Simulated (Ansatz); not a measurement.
Consider a periodic stack without vacuum, alpha cristobalite (1 0 1) on ferroelectric LiNbO3 (0 0 1) (film strained to the substrate, started from cuts of the bulks and a machine-learned relaxation; slabs Li12Nb12O36 and Si10O20, which can lie off the formulas): substrate slab Li12Nb12O36, film Si10O20, surface cells [[-1, 1], [-1, -1]] and [[0, 1], [-1, 0]], film strained by +2.1 and +3.0 %, outermost planes Li/Nb and OSi/OSi as cut, which need not be the usual terminations and can put a slab off its formula. Its start:

```yaml
crystal:
  lattice:
    - [8.99030, 0.00000, -0.02960]
    - [0.00000, 5.19055, 0.03971]
    - [-1.21282, 1.72214, 26.24451]
  atoms:
    - { symbol: Li, position: [0.49194, 0.51770, 0.04112] }
    - { symbol: Li, position: [0.99251, 0.06998, 0.09543] }
    - { symbol: Li, position: [0.42793, 0.97835, 0.00244] }
    - { symbol: Li, position: [0.83868, 0.55128, 0.04932] }
    - { symbol: Nb, position: [0.65806, 0.00327, 0.09161] }
    - { symbol: Nb, position: [0.17562, 0.55685, 0.09441] }
    - { symbol: Nb, position: [0.35379, 0.97301, 0.18587] }
    - { symbol: Nb, position: [0.85086, 0.45090, 0.18440] }
    - { symbol: O, position: [0.80907, 0.19790, 0.06148] }
    - { symbol: O, position: [0.31975, 0.70112, 0.05615] }
    - { symbol: O, position: [0.66015, 0.72085, 0.05163] }
    - { symbol: O, position: [0.11494, 0.28429, 0.03936] }
    - { symbol: O, position: [0.70006, 0.25245, 0.15752] }
    - { symbol: O, position: [0.20303, 0.76026, 0.15690] }
    - { symbol: O, position: [0.49331, 0.16999, 0.06038] }
    - { symbol: O, position: [0.01115, 0.74223, 0.06921] }
    - { symbol: O, position: [0.80856, 0.77531, 0.15279] }
    - { symbol: O, position: [0.30469, 0.28323, 0.15008] }
    - { symbol: O, position: [0.51920, 0.86050, 0.15537] }
    - { symbol: O, position: [0.01367, 0.34138, 0.14909] }
    - { symbol: Li, position: [0.36812, 0.90901, 0.30220] }
    - { symbol: Li, position: [0.86830, 0.40213, 0.30147] }
    - { symbol: Li, position: [0.68859, 0.94004, 0.20930] }
    - { symbol: Li, position: [0.18560, 0.44932, 0.20975] }
    - { symbol: Nb, position: [0.53121, 0.42041, 0.27785] }
    - { symbol: Nb, position: [0.03130, 0.91168, 0.27727] }
    - { symbol: Nb, position: [0.71593, 0.87069, 0.37070] }
    - { symbol: Nb, position: [0.21351, 0.37397, 0.36935] }
    - { symbol: O, position: [0.19951, 0.05777, 0.24713] }
    - { symbol: O, position: [0.70138, 0.55381, 0.24766] }
    - { symbol: O, position: [0.49928, 0.10684, 0.24635] }
    - { symbol: O, position: [0.00515, 0.60169, 0.24514] }
    - { symbol: O, position: [0.56088, 0.67972, 0.34038] }
    - { symbol: O, position: [0.05782, 0.19061, 0.33879] }
    - { symbol: O, position: [0.37825, 0.62628, 0.24719] }
    - { symbol: O, position: [0.87840, 0.12172, 0.24690] }
    - { symbol: O, position: [0.68519, 0.20039, 0.33870] }
    - { symbol: O, position: [0.18542, 0.70870, 0.33860] }
    - { symbol: O, position: [0.88351, 0.75582, 0.33852] }
    - { symbol: O, position: [0.38226, 0.25713, 0.33867] }
    - { symbol: Li, position: [0.74694, 0.81275, 0.48598] }
    - { symbol: Li, position: [0.22207, 0.31197, 0.48946] }
    - { symbol: Li, position: [0.55449, 0.35868, 0.39454] }
    - { symbol: Li, position: [0.05014, 0.86291, 0.39481] }
    - { symbol: Nb, position: [0.39094, 0.83044, 0.46151] }
    - { symbol: Nb, position: [0.90372, 0.31857, 0.46433] }
    - { symbol: Nb, position: [0.57632, 0.31141, 0.54365] }
    - { symbol: Nb, position: [0.08235, 0.75087, 0.55653] }
    - { symbol: O, position: [0.56107, 0.97159, 0.43054] }
    - { symbol: O, position: [0.06851, 0.46773, 0.43218] }
    - { symbol: O, position: [0.86717, 0.01482, 0.42988] }
    - { symbol: O, position: [0.37043, 0.52174, 0.42962] }
    - { symbol: O, position: [0.41177, 0.14369, 0.51850] }
    - { symbol: O, position: [0.91934, 0.58493, 0.52487] }
    - { symbol: O, position: [0.74827, 0.53032, 0.43271] }
    - { symbol: O, position: [0.24041, 0.03692, 0.42870] }
    - { symbol: O, position: [0.56706, 0.65317, 0.51992] }
    - { symbol: O, position: [0.05048, 0.07642, 0.51718] }
    - { symbol: O, position: [0.25623, 0.66736, 0.52247] }
    - { symbol: O, position: [0.73910, 0.15481, 0.52032] }
    - { symbol: Si, position: [0.14819, 0.16913, 0.64734] }
    - { symbol: Si, position: [0.67181, 0.50373, 0.65942] }
    - { symbol: Si, position: [0.65601, 0.42793, 0.77702] }
    - { symbol: Si, position: [0.47054, 0.99427, 0.62690] }
    - { symbol: O, position: [0.33014, 0.08820, 0.65676] }
    - { symbol: O, position: [0.06669, 0.93620, 0.61835] }
    - { symbol: O, position: [0.68516, 0.37358, 0.71771] }
    - { symbol: O, position: [0.12599, 0.44200, 0.61482] }
    - { symbol: O, position: [0.58876, 0.26632, 0.62635] }
    - { symbol: O, position: [0.09293, 0.13977, 0.70662] }
    - { symbol: O, position: [0.55683, 0.75058, 0.65889] }
    - { symbol: O, position: [0.48286, 0.49491, 0.78096] }
    - { symbol: Si, position: [0.82354, 0.92177, 0.81881] }
    - { symbol: Si, position: [0.31669, 0.52106, 0.80270] }
    - { symbol: Si, position: [0.35280, 0.48438, 0.92447] }
    - { symbol: Si, position: [0.13602, 0.03412, 0.76547] }
    - { symbol: O, position: [0.98226, 0.99222, 0.79599] }
    - { symbol: O, position: [0.75597, 0.67318, 0.79256] }
    - { symbol: O, position: [0.33234, 0.56462, 0.86255] }
    - { symbol: O, position: [0.71058, 0.16842, 0.81192] }
    - { symbol: O, position: [0.23078, 0.25314, 0.79322] }
    - { symbol: O, position: [0.84287, 0.83785, 0.88097] }
    - { symbol: O, position: [0.22894, 0.76208, 0.77029] }
    - { symbol: O, position: [0.17853, 0.40680, 0.93898] }
    - { symbol: Si, position: [0.05933, 0.32627, 0.98114] }
    - { symbol: Si, position: [0.89633, 0.82530, 0.93935] }
    - { symbol: O, position: [0.41907, 0.72007, 0.95469] }
    - { symbol: O, position: [0.46922, 0.25474, 0.94308] }
    - { symbol: O, position: [0.96977, 0.07158, 0.95982] }
    - { symbol: O, position: [0.92047, 0.55177, 0.96930] }
```

The start was prepared with a machine-learned potential, and the result is one local minimum, with the in-plane cell held and forces under 0.04 eV/Å; the film can end far from its bulk form.

All values below come from PBE (plane waves to 420 eV, PAW; Ansatz, a quantum-chemistry and plane-wave program). Scalar-relativistic, without spin–orbit coupling; the runs are not spin-polarised; PBE gaps are too small against experiment. Its k-point mesh 3×5×1, Fermi–Dirac width 0.05 eV.

Q: Predict the relaxed interface.

A: The interface area is 46.7 Å². The period comes out as 25.51 Å. The heights between the nearest atoms of the two slabs at the two interfaces comes out as 1.46 and 0.35 Å and the Li–O contacts across the interfaces within 1.22 times the sum of covalent radii is 4, mean 2.12 Å. The Nb–O contacts across the interfaces within 1.22 times the sum of covalent radii comes out as 3, mean 2.02 Å, the Nb–Si contacts across the interfaces within 1.22 times the sum of covalent radii is 1, mean 3.30 Å and the O–Si contacts across the interfaces within 1.22 times the sum of covalent radii is 1, mean 1.61 Å. The two interfaces is unlike, so that offsets are their mean.
